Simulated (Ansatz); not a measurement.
## F on the 1x1 (101) surface of tetragonal HfO2 (a metastable polymorph) (cut with top plane O), one in a 2x1 cell, started at the site 'top Hf'

Host crystal: tetragonal HfO2, with a band gap (PBE, scalar-relativistic without spin-orbit coupling).

These are PBE (plane waves to 420 eV, PAW; Ansatz, a first-principles code) values and carry that method's errors.

Set-up: 37 atoms, 7.6 Å thick at the start under the adsorbate (thin: gaps and levels are the slab's own); mesh 3x3x1; 0.01 eV smearing; dipole correction on; 16 atoms held, the rest relaxed; start symmetry kept, larger cells not searched; spin-polarised, ending with about 1.0 μB a cell; orders that need a larger cell were not tried, no spin-orbit, no U, no dispersion correction. At the end it is bonded to Hf. In PBE this state lies 0.72 eV over the lowest of the starts that converged ('bridge O-O (span 4.0 Å)', where the adsorbate broke or entered a bond of the host).

The adsorption energy against ½ F2(g) is -1.26 eV, the change of the step from the bottom to the top vacuum level, against the clean slab comes out as 0.72 eV and the energy released by relaxation is 1.13 eV. The height of the binding atom over the mean of the host atoms within 0.3 Å of the top one is 1.337 Å, the magnetic moment of the cell is 1.00 μB and the nearest host atoms of the binding atom is Hf at 1.95 Å, O at 2.43 Å, O at 2.73 Å. The largest move of a host atom comes out as 0.29 Å.

A negative adsorption energy means that the adsorbate is more stable on the surface than in its reference.
